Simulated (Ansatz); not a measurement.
Band structure of LaAl₃Au (I4mm, 5 atoms in the cell).

```xyz
5
Lattice="-2.1815 2.1815 5.4610 2.1815 -2.1815 5.4610 2.1815 2.1815 -5.4610" Properties=species:S:1:pos:R:3 pbc="T T T"
La     0.0000     0.0000    10.8027
Al     0.0000     0.0000     4.3508
Al     2.1815     0.0000     2.7334
Al     0.0000     2.1815     2.7334
Au     0.0000     0.0000     6.8592
```

Level of theory: PBEsol, PAW files made with PBE (plane waves; Ansatz, a program for electronic structure).

Settings: kpoints.mp_grid.grid = 7 7 7; hamiltonian.xc = pbesol; hamiltonian.pseudopotentials = {kind: paw} (the program's default PAW files); scf.occupations.method = fermi_dirac; scf.occupations.width = 0.1 eV; kpoints.band_path.npoints = 8.

The starting cell comes from a database of computed structures (which also holds hypothetical and non-ambient phases and stackings), without a prior relaxation at this level. Spin-orbit coupling is off.

Levels in eV from the Fermi level, bands 16 to 23:
| point | 16 | 17 | 18 | 19 | 20 | 21 | 22 | 23 |
|---|---|---|---|---|---|---|---|---|
| Γ | -3.47 | -1.47 | -1.47 | -1.34 | 1.19 | 1.19 | 1.34 | 1.69 |
| X | -3.98 | -3.95 | -2.31 | -1.75 | -1.16 | 1.53 | 1.90 | 1.91 |
| Y | -3.87 | -3.23 | -2.39 | -1.62 | -1.20 | 1.43 | 1.87 | 1.88 |
| S | -4.48 | -1.43 | -1.20 | -0.60 | 0.76 | 0.96 | 1.64 | 1.83 |
| Z | -1.33 | -1.33 | -1.19 | 0.38 | 0.78 | 1.09 | 1.09 | 1.66 |
| S1 | -4.48 | -1.43 | -1.20 | -0.60 | 0.76 | 0.96 | 1.64 | 1.83 |
| N | -3.20 | -2.90 | -1.04 | -0.29 | 0.59 | 0.62 | 1.56 | 1.71 |
| P | -3.97 | -3.97 | -2.03 | -1.45 | -1.45 | 0.70 | 1.90 | 1.90 |
| Y1 | -3.87 | -3.23 | -2.39 | -1.62 | -1.20 | 1.43 | 1.87 | 1.88 |

Bands cross the Fermi level along this path, so the cell is metallic at this level.

Keys are those of Ansatz 0.2.
